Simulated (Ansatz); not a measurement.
Base system: WSi$_{2}$ (space group I4/mmm, No. 139; a = 3.2027 Å, c = 7.8185 Å; relaxed with 0.1 eV smearing). Axes: x, y, z lie along a, b, c of the conventional cell.

One thing is altered: the symmetric strain tensor [0.0129 0.0159 -0.0027; 0.0159 -0.0068 0.0001; -0.0027 0.0001 -0.0006], atoms relaxed at fixed cell.

Levels (all Ansatz, an electronic-structure program, PAW, earlier PAW set): PBEsol (420 eV, no spin-orbit coupling); r2SCAN (500 eV, no spin-orbit coupling).

The geometry is relaxed with PBEsol.

| Quantity | Value |
|---|---|
| PBEsol pressure | -0.8 GPa |

With r2SCAN at the same geometry, the pressure rises by 0.86 GPa to 0.0 GPa.

Single points use the geometry relaxed with PBEsol. Their cutoffs differ, which shifts pressures a little. Stability against distortions was not tested. The final runs are not spin-polarised.
